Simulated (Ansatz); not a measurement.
## A computed series for HfN: response to strain

Consider HfN in the rock salt structure (space group Fm-3m, No. 225; relaxed with 0.1 eV smearing).

```
CELL_PARAMETERS angstrom
      0.00000     2.23415     2.23415
      2.23415     0.00000     2.23415
      2.23415     2.23415     0.00000
ATOMIC_POSITIONS crystal
  Hf 0.00000 0.00000 0.00000
  N  0.50000 0.50000 0.50000
```

Cartesian axes are those of the cell as printed.

Strains are applied to the cell and any free atomic positions relax.

Level of theory: LDA/PAW in Ansatz (a program for electronic structure), spin-orbit coupling left out.

Notes on the quantities. energy relative to the base: free energy F; pressure: mean of the normal stresses, compression positive.

```json
[
 {"change": "base", "energy relative to the base": "0 meV/atom", "pressure": "0.0 GPa"},
 {"change": "tensor shear ε_xy = +1.71 %", "energy relative to the base": "+5.3 meV/atom", "pressure": "0.1 GPa"},
 {"change": "tensor shear ε_xy = +2.00 %", "energy relative to the base": "+7.2 meV/atom", "pressure": "0.1 GPa"},
 {"change": "tensor shear ε_xy = +0.57 %", "energy relative to the base": "+0.6 meV/atom", "pressure": "0.0 GPa"},
 {"change": "tensor shear ε_xy = +0.86 %", "energy relative to the base": "+1.3 meV/atom", "pressure": "0.0 GPa"},
 {"change": "tensor shear ε_xy = +0.29 %", "energy relative to the base": "+0.1 meV/atom", "pressure": "0.0 GPa"},
 {"change": "tensor shear ε_xy = +1.14 %", "energy relative to the base": "+2.3 meV/atom", "pressure": "0.0 GPa"},
 {"change": "tensor shear ε_xy = +1.43 %", "energy relative to the base": "+3.7 meV/atom", "pressure": "0.1 GPa"}
]
```

Stability against distortions was not tested. The final runs are not spin-polarised. An odd electron count without spin: HfN.
